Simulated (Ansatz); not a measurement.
A set of related cells and their density of states at the Fermi level.

Cell A: Ag (fcc, Fm-3m), 1 atom in the cell, k-point mesh 26×26×26 on the run's own vectors.
```cif
data_Ag
_chemical_formula_sum 'Ag1'
_space_group_name_H-M_alt 'P 1'
_space_group_IT_number 1
_cell_length_a 2.93299
_cell_length_b 2.93299
_cell_length_c 2.93299
_cell_angle_alpha 60.000
_cell_angle_beta 60.000
_cell_angle_gamma 60.000
loop_
_space_group_symop_operation_xyz
  'x, y, z'
loop_
_atom_site_label
_atom_site_type_symbol
_atom_site_fract_x
_atom_site_fract_y
_atom_site_fract_z
_atom_site_occupancy
Ag1 Ag 0.00000 0.00000 0.00000 1
```

Cell B: Cu (fcc, Fm-3m), 1 atom in the cell; spin state with PBE: run without spin, k-point mesh 28×28×28 on the run's own vectors.
Space group Fm-3m (No. 225); a = b = c = 3.6298 Å, α = β = γ = 90.00°

```
atom  site  symmetry       x       y       z
----  ----  --------  ------  ------  ------
Cu      4a      m-3m  0.0000  0.0000  0.0000
```
(The calculation used a cell of 1 atom; values per cell refer to that cell.)

Cell C: Au (fcc, Fm-3m), 1 atom in the cell, k-point mesh 24×24×24 on the run's own vectors.
```cif
data_Au4
_chemical_formula_sum 'Au4'
_space_group_name_H-M_alt 'Fm-3m'
_space_group_IT_number 225
_space_group_name_Hall '-F 4 2 3'
_cell_length_a 4.15794
_cell_length_b 4.15794
_cell_length_c 4.15794
_cell_angle_alpha 90.000
_cell_angle_beta 90.000
_cell_angle_gamma 90.000
loop_
_atom_site_label
_atom_site_type_symbol
_atom_site_symmetry_multiplicity
_atom_site_Wyckoff_symbol
_atom_site_fract_x
_atom_site_fract_y
_atom_site_fract_z
_atom_site_occupancy
Au1 Au 4 a 0.00000 0.00000 0.00000 1
```
(The calculation used a cell of 1 atom; values per cell refer to that cell.)

Cell D: Al (fcc, Fm-3m), 1 atom in the cell, k-point mesh 26×26×26 on the run's own vectors.
```
CELL_PARAMETERS angstrom
      0.00000     2.02080     2.02080
      2.02080     0.00000     2.02080
      2.02080     2.02080     0.00000
ATOMIC_POSITIONS crystal
  Al 0.00000 0.00000 0.00000
```

Computed with Ansatz (plane waves, PAW), its default PAW set, cutoff 420 eV. The structures are at rest with PBE. Neutral cells; Fermi-Dirac smearing of at most 0.10 eV in the solids, energies taken to zero width. The runs are scalar-relativistic, without spin-orbit coupling. A dispersion term ran beside these levels; it doesn't touch the electrons. Both spins, broadened by a Gaussian of 0.2 eV on the run's mesh.

Question: Predict the density of states at the Fermi level (states/eV per atom) of each cell with PBE.

Answer: 
```tsv
cell	PBE
A	0.26
B	0.30
C	0.27
D	0.38
```

With PBE the value is lowest for A and highest for D.

Ansatz is a quantum-chemistry and plane-wave program.
